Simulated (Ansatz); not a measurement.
The reference is InP in the zinc blende structure (space group F-43m, No. 216; a = 5.8269 Å). Axes: x, y, z lie along the cube axes.

All numbers come from Ansatz (an electronic-structure program), LDA, PAW, cutoff 420 eV, scalar-relativistic without spin-orbit coupling.

Before the change:

| Item | Value |
|---|---|
| Band gap | 0.58 eV |
| Valence-band top at Γ | 0.00, 0.00, 0.00 eV |
| Electron mass | 0.046 mₑ (at Γ) |

It is then changed as follows: biaxial strain −1.25 %, plane normal [111], relaxed out of plane (Cartesian); in-plane vectors clamped, the third vector and the atoms free.

Problem. Estimate the effect on the out-of-plane strain, band gap, valence-band top at Γ and electron mass.

Solution. The out-of-plane strain amounts to +0.79 %; the band gap grows by 0.03 eV (0.58 eV → 0.61 eV); the valence-band top at Γ (three highest levels, from the VBM) becomes 0.00, 0.00, -0.15 eV (base: 0.00, 0.00, 0.00 eV); the electron mass goes from 0.046 mₑ (at Γ) to 0.052 mₑ (at Γ).

Masses are band curvatures over ±0.01 Å⁻¹ around the edge. Whether these cells are dynamically stable was not tested.
